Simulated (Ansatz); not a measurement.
Input and output of a self-consistent single point for CaLaAl4 (F-43m, 6 atoms in the cell) (Ansatz, a quantum-chemistry and plane-wave program).

Level of theory: PBEsol, default PAW files made with PBE (plane waves; Ansatz).

The change in words: lattice scaled by 0.985. Reference geometry:
```xyz
6
Lattice="0.0000 4.0297 4.0297 4.0297 0.0000 4.0297 4.0297 4.0297 0.0000" Properties=species:S:1:pos:R:3 pbc="T T T"
Ca     6.0445     6.0445     6.0445
La     0.0000     0.0000     0.0000
Al     3.0219     3.0219     3.0219
Al     3.0219     5.0375     5.0375
Al     5.0375     5.0375     3.0219
Al     5.0375     3.0219     5.0375
```

Reference input (self-consistent single point, DFT, PBEsol, plane waves, default PAW files made with PBE): basis.ecutwfc = 420 eV; kpoints.mp_grid.grid = 10 10 10; hamiltonian.xc = pbesol; hamiltonian.pseudopotentials = {kind: paw} (the program's default PAW files); scf.occupations.method = cold; scf.occupations.width = 0.1 eV. This run's input differs from it in these lines:

Ansatz 0.2 input:
```diff
@@ -2,12 +2,12 @@
   lattice:
-    - [0.000000, 4.029677, 4.029677]
-    - [4.029677, 0.000000, 4.029677]
-    - [4.029677, 4.029677, 0.000000]
+    - [0.000000, 3.969232, 3.969232]
+    - [3.969232, 0.000000, 3.969232]
+    - [3.969232, 3.969232, 0.000000]
   atoms:
-    - { symbol: Ca, position_ang: [6.044516, 6.044516, 6.044516] }
+    - { symbol: Ca, position_ang: [5.953848, 5.953848, 5.953848] }
     - { symbol: La, position_ang: [0.000000, 0.000000, 0.000000] }
-    - { symbol: Al, position_ang: [3.021855, 3.021855, 3.021855] }
-    - { symbol: Al, position_ang: [3.021855, 5.037499, 5.037499] }
-    - { symbol: Al, position_ang: [5.037499, 5.037499, 3.021855] }
-    - { symbol: Al, position_ang: [5.037499, 3.021855, 5.037499] }
+    - { symbol: Al, position_ang: [2.976527, 2.976527, 2.976527] }
+    - { symbol: Al, position_ang: [2.976527, 4.961937, 4.961937] }
+    - { symbol: Al, position_ang: [4.961937, 4.961937, 2.976527] }
+    - { symbol: Al, position_ang: [4.961937, 2.976527, 4.961937] }
 basis:
```

Output, abridged:

```
SCF iter   1: F=—  HF=-10055.609899 eV  |F-HF|=—  |Δ(HF+E_count)|=         —  Δρ=2.60e-3  dr2=7.83e-3  ethr=1.77e-3  ⟨swp⟩=6.7  Hψ=5758  notcnv=0
all-band conjugate gradients solve this SCF's bands
preconditioner: auto → Kerker (q_TF=auto, 2.185 Å⁻¹)
SCF iter   2: F=—  HF=-10055.610466 eV  |F-HF|=—  |Δ(HF+E_count)|=   5.67e-4  S|Δr|=    0.00e0  Δρ=1.59e-3  dr2=3.00e-3  ethr=2.37e-5  ⟨swp⟩=2.1  Hψ=1924  notcnv=0
SCF iter   3: F=—  HF=-10055.610173 eV  |F-HF|=—  |Δ(HF+E_count)|=   2.93e-4  S|Δr|=    0.00e0  Δρ=3.29e-4  dr2=1.58e-4  ethr=9.09e-6  ⟨swp⟩=2.2  Hψ=1522  notcnv=0
SCF iter   4: F=—  HF=-10055.610151 eV  |F-HF|=—  |Δ(HF+E_count)|=   2.24e-5  S|Δr|=    0.00e0  Δρ=8.16e-5  dr2=1.15e-5  ethr=4.80e-7  ⟨swp⟩=2.3  Hψ=1716  notcnv=0
SCF iter   5: F=—  HF=-10055.610193 eV  |F-HF|=—  |Δ(HF+E_count)|=   4.20e-5  S|Δr|=    0.00e0  Δρ=1.60e-5  dr2=6.71e-7  ethr=3.49e-8  ⟨swp⟩=2.0  Hψ=1283  notcnv=0
SCF iter   6: F=-10055.610193 eV  HF=-10055.610193 eV  |F-HF|=5.28e-9  |Δ(HF+E_count)|=   1.36e-7  S|Δr|=    0.00e0  Δρ=2.39e-6  dr2=1.03e-8  ethr=3.03e-10  ⟨swp⟩=9.6  Hψ=5713  notcnv=0
SCF 1 converged in 6 iterations: F = -10055.610193 eV  dr2 = 1.03e-8
Stability not checked (fill_not_monotonic)
Free energy (F): -10055.610193 eV
Internal energy: -10055.607006 eV  (E = F + TS)
E sigma→0 (E₀):  -10055.609130 eV
Entropy (-TS):   -0.003187 eV (-0.531 meV/atom)
Fermi energy:    9.082667 eV
--- Forces (eV/Å), atoms counted from 1 ---
  atom   1  Ca    -0.00000000     0.00000000    -0.00000000
  atom   2  La     0.00000000     0.00000000     0.00000000
  atom   3  Al    -0.02546759    -0.02546759    -0.02546759
  atom   4  Al    -0.02546759     0.02546759     0.02546759
  atom   5  Al     0.02546759     0.02546759    -0.02546759
  atom   6  Al     0.02546759    -0.02546759     0.02546759
--- Stress (GPa, compression-positive) ---
        1.681035       0.000000      -0.000000
        0.000000       1.681035       0.000000
       -0.000000       0.000000       1.681035
  P = ⅓ Tr σ = 1.6810 GPa (16.810 kbar)
  The stress holds the Pulay correction. Without it, at fixed plane waves, as pw.x and ABINIT print it: P = 1.6470 GPa
```

The run converged in 6 iterations. Against the reference run the free energy hardly moves (within 1 meV/atom), the pressure goes from -1.28 to 1.68 GPa and the largest force hardly changes (0.047 to 0.044 eV/Å).

The starting cell comes from a database of computed structures (which also holds hypothetical and non-ambient phases and stackings), without a prior relaxation at this level. Its lattice was rescaled by a random factor within 2.5 % of one. For this run, on top of that: lattice scaled by 0.985. Ansatz's pressure includes its estimate of the finite-basis (Pulay) stress.
